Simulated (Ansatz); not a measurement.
Take ZnCu$_{2}$SnS$_{4}$ (space group I-4, No. 82; a = 5.374 Å, c = 10.755 Å) as the base.

Level of theory: DFT with PBEsol, PAW potentials and a 420 eV plane-wave cutoff in Ansatz (a program for electronic structure), no spin-orbit coupling.

Strains are applied to the cell and any free atomic positions relax.

One change was made to it. Results:

```tsv
quantity	base	after
pressure (mean of the normal stresses, compression positive)	0.0 GPa	-4.5 GPa
energy relative to the base (free energy F)	0 meV/atom	+20 meV/atom
```

Problem. Name the change that was made.
A. isotropic strain +2.25 %
B. isotropic strain +1.50 %
C. isotropic strain +0.75 %

Solution. A, isotropic strain +2.25 %. For comparison, the energy relative to the base in the other runs: isotropic strain +1.50 % gives +9.3 meV/atom; isotropic strain +0.75 % gives +2.4 meV/atom.

Whether these cells are dynamically stable was not tested. The final runs are not spin-polarised.
